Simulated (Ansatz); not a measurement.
Take Re in the hcp (Mg type) structure (space group P6_3/mmc, No. 194; relaxed with 0.1 eV smearing) as the base.

```yaml
crystal:
  lattice:
    - [2.77642, 0.00000, 0.00000]
    - [-1.38821, 2.40445, 0.00000]
    - [0.00000, 0.00000, 4.48093]
  atoms:
    - { symbol: Re, position: [0.66667, 0.33333, 0.75000] }
    - { symbol: Re, position: [0.33333, 0.66667, 0.25000] }
```

Cartesian axes are those of the cell as printed.

Calculations: DFT with PBE, PAW potentials and a 420 eV plane-wave cutoff in Ansatz (a first-principles code), no SOC.

Before the change:

The shortest interatomic distance is 2.755 Å and the pressure comes out as 0.0 GPa.

Now apply this change: tensile biaxial strain of 2.50 % in the plane normal to [001], as in epitaxy on a mismatched substrate; the out-of-plane cell vector and the atoms relax.

**Question.** Estimate the effect on the out-of-plane strain, shortest interatomic distance and pressure.

**Answer.** The out-of-plane strain amounts to -1.75 %; the shortest interatomic distance drops by 0.008 Å (2.755 Å → 2.747 Å); the pressure (mean of the normal stresses, compression positive) goes from zero to -10.0 GPa.

No phonon test of stability was made. The final runs are not spin-polarised.
